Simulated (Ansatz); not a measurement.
Pressure series in hypothetical rock salt CrGe

Take CrGe in the rock salt structure (space group Fm-3m, No. 225; ferromagnetic; a hypothetical phase, not in the database extracts checked) as the base.

```yaml
crystal:
  lattice:
    - [0.00000, 2.46673, 2.46673]
    - [2.46673, 0.00000, 2.46673]
    - [2.46673, 2.46673, 0.00000]
  atoms:
    - { symbol: Ge, position: [0.00000, 0.00000, 0.00000] }
    - { symbol: Cr, position: [0.50000, 0.50000, 0.50000] }
```

Cell and atoms are relaxed at each pressure.

Computed with PBEsol/PAW in Ansatz (an electronic-structure program), no spin-orbit coupling.

Two rows of this table had their results exchanged by mistake.

```
pressure          volume per atom (Å³)  shortest distance (Å)  band gap
----------------  --------------------  ---------------------  --------
pressure −2 GPa                  15.26                  2.480      zero
pressure −1 GPa                  15.13                  2.473      zero
pressure 0.3 GPa                 14.97                  2.465      zero
pressure 0.7 GPa                 14.93                  2.462      zero
pressure 1.5 GPa                 14.83                  2.457      zero
pressure 3 GPa                   14.02                  2.411      zero
pressure 5 GPa                   14.47                  2.437      zero
pressure 7.5 GPa                 14.23                  2.423      zero
pressure 10 GPa                  14.67                  2.448      zero
```

**Question.** Which two?

**Answer.** The rows for pressure 3 GPa and pressure 10 GPa: the volume has to fall steadily with pressure, so 14.67 Å³ belongs to pressure 3 GPa and 14.02 Å³ to pressure 10 GPa.

Other magnetic orders, which the real material may have, were not ruled out. Load acts through the strain it causes; cell and atoms are relaxed under it. Stability against distortions was not tested. Competing high-pressure phases were not computed.
